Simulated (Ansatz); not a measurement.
Electronic density of states of amorphous hafnium silicate (Hf18O38Si), density 8.61 g/cm³, on a 2×2×2 Γ-centred mesh with a Gaussian width of 0.1 eV; energies count from the Fermi level, whose place inside the gap is arbitrary. Cell and mesh are small, so fine structure isn't converged. Level of theory: PBE, scalar-relativistic without spin-orbit coupling (plane waves to 420 eV, PAW; Ansatz, a program for electronic structure). Sampling: a 2×2×2 Γ-centred mesh; Fermi-Dirac width 0.02 eV; no spin polarisation. At PBE the levels at the filled edge of the gap are localised (band-tail or defect states).

A CHGNet melt-quench gave the starting glass, which DFT then relaxed. O atoms were pushed apart under 1.9 Å during the dynamics, to hinder bonds among them. The hot cell started wider than the set density and was brought back towards it in steps. It is the lowest in DFT energy of 2 quenches. It is a model cell: composition and starting density were chosen by hand, and all elements were melted together. No dispersion term was used. Its density started from a set value of 8.61 and ended at 8.61 g/cm³. Cooling (nominally 380 K/ps over its main leg) ran many orders faster than in experiment, which tends to leave more defects and strain. A cell of this size samples the disorder only roughly. The volume was held where the preparation left it and the shape relaxed, at a PBE pressure of -2.1 GPa (tension). Stress components on the final sampling reach 2.1 GPa.

(E - EF (eV), states/(eV atom)): (-12.00, 0.02); (-11.90, 0.00); (-11.80, 0.00); (-11.70, 0.00); (-11.60, 0.00); (-11.50, 0.00); (-11.40, 0.00); (-11.30, 0.00); (-11.20, 0.00); (-11.10, 0.00); (-11.00, 0.00); (-10.90, 0.00); (-10.80, 0.00); (-10.70, 0.00); (-10.60, 0.00); (-10.50, 0.00); (-10.40, 0.00); (-10.30, 0.00); (-10.20, 0.00); (-10.10, 0.00); (-10.00, 0.00); (-9.90, 0.00); (-9.80, 0.00); (-9.70, 0.00); (-9.60, 0.00); (-9.50, 0.00); (-9.40, 0.00); (-9.30, 0.00); (-9.20, 0.00); (-9.10, 0.00); (-9.00, 0.00); (-8.90, 0.02); (-8.80, 0.13); (-8.70, 0.17); (-8.60, 0.04); (-8.50, 0.00); (-8.40, 0.00); (-8.30, 0.00); (-8.20, 0.00); (-8.10, 0.00); (-8.00, 0.00); (-7.90, 0.00); (-7.80, 0.00); (-7.70, 0.00); (-7.60, 0.05); (-7.50, 0.17); (-7.40, 0.13); (-7.30, 0.14); (-7.20, 0.27); (-7.10, 0.35); (-7.00, 0.36); (-6.90, 0.39); (-6.80, 0.47); (-6.70, 0.56); (-6.60, 0.62); (-6.50, 0.61); (-6.40, 0.56); (-6.30, 0.66); (-6.20, 0.77); (-6.10, 0.76); (-6.00, 0.80); (-5.90, 0.77); (-5.80, 0.82); (-5.70, 0.81); (-5.60, 0.82); (-5.50, 0.82); (-5.40, 0.84); (-5.30, 0.86); (-5.20, 0.79); (-5.10, 0.81); (-5.00, 0.90); (-4.90, 0.91); (-4.80, 0.84); (-4.70, 0.74); (-4.60, 0.73); (-4.50, 0.83); (-4.40, 0.87); (-4.30, 0.85); (-4.20, 0.82); (-4.10, 0.81); (-4.00, 0.89); (-3.90, 0.93); (-3.80, 0.92); (-3.70, 0.94); (-3.60, 0.93); (-3.50, 0.92); (-3.40, 0.95); (-3.30, 0.89); (-3.20, 0.87); (-3.10, 0.83); (-3.00, 0.83); (-2.90, 0.88); (-2.80, 0.84); (-2.70, 0.79); (-2.60, 0.80); (-2.50, 0.79); (-2.40, 0.68); (-2.30, 0.55); (-2.20, 0.39); (-2.10, 0.34); (-2.00, 0.26); (-1.90, 0.11); (-1.80, 0.01); (-1.70, 0.00); (-1.60, 0.00); (-1.50, 0.00); (-1.40, 0.00); (-1.30, 0.00); (-1.20, 0.00); (-1.10, 0.00); (-1.00, 0.00); (-0.90, 0.00); (-0.80, 0.00); (-0.70, 0.00); (-0.60, 0.00); (-0.50, 0.00); (-0.40, 0.00); (-0.30, 0.00); (-0.20, 0.00); (-0.10, 0.00); (0.00, 0.00); (0.10, 0.00); (0.20, 0.00); (0.30, 0.00); (0.40, 0.00); (0.50, 0.00); (0.60, 0.00); (0.70, 0.00); (0.80, 0.00); (0.90, 0.00); (1.00, 0.00); (1.10, 0.00); (1.20, 0.00); (1.30, 0.00); (1.40, 0.00); (1.50, 0.00); (1.60, 0.00); (1.70, 0.00); (1.80, 0.01); (1.90, 0.09); (2.00, 0.24); (2.10, 0.30); (2.20, 0.37); (2.30, 0.42); (2.40, 0.49); (2.50, 0.56); (2.60, 0.62); (2.70, 0.55); (2.80, 0.54); (2.90, 0.62); (3.00, 0.69); (3.10, 0.74); (3.20, 0.74); (3.30, 0.67); (3.40, 0.72); (3.50, 0.75); (3.60, 0.77); (3.70, 0.79); (3.80, 0.79); (3.90, 0.70); (4.00, 0.64); (4.10, 0.64); (4.20, 0.71); (4.30, 0.76); (4.40, 0.72); (4.50, 0.69); (4.60, 0.63); (4.70, 0.61)

The level gap on this mesh is 3.92 eV; the broadening fills part of it in the curve.
